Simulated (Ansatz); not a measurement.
The starting structures come from a database of crystals and need not be the phases stable at ambient conditions.

 Where the default PAW files enter, the runs use the earlier of Ansatz's two default sets.

Tunnelling through a barrier is set by its complex band structure: the current falls as exp(−2κd) with the smallest κ.

Data:

```
CsLaS2
1.0
    4.33196     0.00000     0.00000
    2.16598     8.19660     0.00000
    2.16598     0.57237     3.70767
Cs La S
1 1 2
Direct
  0.00000   0.00000   0.00000
  0.50000   0.50000   0.50000
  0.22909   0.31273   0.22909
  0.77091   0.68727   0.77091
```

Space group of this cell: R-3m. The cell is taken as given.

Transport runs along the normal of the first two printed cell vectors, the (101) plane of the conventional cell.

No gap correction and no spin-orbit coupling; mid-gap values are interpolated between computed energies.

Q: State the band gap and the smallest decay constant κ at mid-gap according to Ansatz (a quantum-chemistry and plane-wave program) with r2SCAN.

A: Gap 2.84 eV on a 8×8×8 mesh; κ = 0.283 1/Å, at the zone centre.
